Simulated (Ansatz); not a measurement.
Base system: MgH₂ in the rutile structure (space group P4_2/mnm, No. 136; a = 4.4762 Å, c = 3.0079 Å).

Structures relaxed with Kohn–Sham DFT with the PBEsol functional, run in Ansatz (a quantum-chemistry and plane-wave program) with PAW and 420 eV plane waves, no spin-orbit coupling.

Base:

Simulated powder pattern, Cu Kα1, λ = 1.54056 Å (kinematic, ideal powder, no thermal factors, no anomalous dispersion; the 10 strongest lines at most, above 2 %, up to 2θ = 90°):

```
2θ (°)  I/Imax (%)    hkl
------  ----------  -----
28.17          100  (110)
35.94           91  (101)
40.26           30  (200)
55.06           58  (211)
58.25           13  (220)
65.94           15  (310)
69.09           13  (112)
70.38           14  (301)
76.20          8.8  (202)
84.32           13  (321)
```

Modification: hydrostatic tension (pressure −2 GPa).

### Question
Where do the lines fall after the change?

### Answer

Simulated powder pattern, Cu Kα1, λ = 1.54056 Å (kinematic, ideal powder, no thermal factors, no anomalous dispersion; the 10 strongest lines at most, above 2 %, up to 2θ = 90°):

| 2θ (°) | d (Å) | I/Imax (%) | hkl |
|---|---|---|---|
| 27.67 | 3.221 | 100 | (110) |
| 35.53 | 2.524 | 89 | (101) |
| 39.53 | 2.278 | 30 | (200) |
| 54.20 | 1.691 | 59 | (211) |
| 57.15 | 1.610 | 13 | (220) |
| 64.65 | 1.440 | 15 | (310) |
| 68.31 | 1.372 | 13 | (112) |
| 69.13 | 1.358 | 14 | (301) |
| 75.22 | 1.262 | 8.7 | (202) |
| 82.67 | 1.166 | 13 | (321) |

The indices refer to the base's conventional cell; one index is shown for lines that coincide.

Load acts through the strain it causes; cell and atoms are relaxed under it. No phonon test of stability was made.
